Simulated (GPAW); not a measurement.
Input and output of a self-consistent single point for Ge3Rh (I4/mmm, 4 atoms in the cell) (GPAW).

Method of the run: LDA (Perdew-Wang 92), GPAW PAW datasets LDA (gpaw-data 1.0.1) (plane waves; GPAW).

The change in words: lattice scaled by 0.98. Reference geometry:
```yaml
crystal:
  lattice:
    - [-2.12256, 2.12256, 3.73766]
    - [2.12256, -2.12256, 3.73766]
    - [2.12256, 2.12256, -3.73766]
  atoms:
    - { symbol: Ge, position: [0.75000, 0.25000, 0.50000] }
    - { symbol: Ge, position: [0.25000, 0.75000, 0.50000] }
    - { symbol: Ge, position: [0.50000, 0.50000, 0.00000] }
    - { symbol: Rh, position: [0.00000, 0.00000, 0.00000] }
```

Reference input (self-consistent single point, DFT LDA (Perdew-Wang 92), plane waves, GPAW PAW datasets LDA (gpaw-data 1.0.1)): mode = pw; ecut = 550 eV; xc = LDA; kpts = 8 8 8; mesh shift (steps) = 0 0 0; occupations.name = methfessel-paxton; occupations.width = 0.05 eV; occupations.order = 0; nbands = -10; convergence.forces = 0.001 eV/Å; symmetry.symmorphic = false; symmetry.tolerance = 0.0005. This run's input differs from it in these lines:

```diff
@@ -5,8 +5,8 @@
 atoms = Atoms(['Ge', 'Ge', 'Ge', 'Rh'],
-              cell=[[-2.122560, 2.122560, 3.737655],
-                    [2.122560, -2.122560, 3.737655],
-                    [2.122560, 2.122560, -3.737655]],
-              positions=[[0.000000, 2.122560, 1.868828],
-                         [2.122560, 0.000000, 1.868828],
-                         [0.000000, 0.000000, 3.737655],
+              cell=[[-2.080109, 2.080109, 3.662902],
+                    [2.080109, -2.080109, 3.662902],
+                    [2.080109, 2.080109, -3.662902]],
+              positions=[[0.000000, 2.080109, 1.831451],
+                         [2.080109, 0.000000, 1.831451],
+                         [0.000000, 0.000000, 3.662902],
                          [0.000000, 0.000000, 0.000000]],
```

Output (repeated stretches shortened):

```
     iter     time        total  log10-change:
                         energy   eigst   dens  force
iter:   1 --:--:--   -24.327340
iter:   2 --:--:--   -24.295581   -1.53  -1.36
iter:   3 --:--:--   -24.189726   -2.55  -1.37
iter:   4 --:--:--   -24.320073   -2.21  -1.44
iter:   5 --:--:--   -24.054867   -1.84  -1.42
iter:   6 --:--:--   -24.054098   -3.55  -2.25
iter:   7 --:--:--   -24.050217c  -3.66  -2.25
iter:   8 --:--:--   -24.050095c  -3.93  -2.66
iter:   9 --:--:--   -24.049555c  -4.63  -2.87
iter:  10 --:--:--   -24.049534c  -5.29  -3.22
iter:  11 --:--:--   -24.049533c  -6.24  -3.51
iter:  12 --:--:--   -24.049529c  -6.54  -3.55
iter:  13 --:--:--   -24.049528c  -7.04  -3.82
iter:  14 --:--:--   -24.049525c  -7.14  -4.02c
iter:  15 --:--:--   -24.049525c  -8.10c -4.29c
iter:  16 --:--:--   -24.049525c  -8.14c -4.30c -17.23c
Converged after 16 iterations.

Dipole moment: (-0.000000, -0.000000, 0.000000) |e|*Ang

Energy contributions relative to reference atoms: (reference = -301062.583376)

Kinetic:        +35.547298
Potential:      -31.675193
External:        +0.000000
XC:             -27.679031
Entropy (-ST):   -0.002173
Local:           -0.241512
SIC:             +0.000000
--------------------------
Free energy:    -24.050612
Extrapolated:   -24.049525

Showing only first 2 kpts
 Kpt  Band  Eigenvalues  Occupancy
  0    11      8.51949    2.00000
  0    12      8.80552    2.00000
  0    13      8.80552    2.00000
  0    14     11.03208    0.00000

  1    11      7.99637    2.00000
  1    12      8.87402    2.00000
  1    13      9.29006    2.00000
  1    14     10.63691    0.00000

Fermi level: 9.73489

No gap
No difference between direct/indirect transitions
Energy (eV): -24.049525

Forces in eV/Ang:
  0 Ge    0.00000    0.00000    0.00000
  1 Ge    0.00000   -0.00000    0.00000
  2 Ge    0.00000   -0.00000    0.00000
  3 Rh    0.00000    0.00000   -0.00000

Stress tensor:
     0.005925    -0.000000     0.000000
    -0.000000     0.005925     0.000000
     0.000000     0.000000     0.022512
Stress (GPa, Voigt): [ 0.9493  0.9493  3.6068  0.      0.     -0.    ]
```

The run converged in 16 iterations. GPAW prints stress with tension positive. Against the reference run the free energy drops by 32.0 meV/atom and the pressure goes from -8.20 to -1.84 GPa.

The starting cell comes from a database of computed structures (which also holds hypothetical and non-ambient phases and stackings), without a prior relaxation at this level. For this run, on top of that: lattice scaled by 0.98. Spin polarisation is off.

Cost on one core of a shared machine: roughly 30 s.
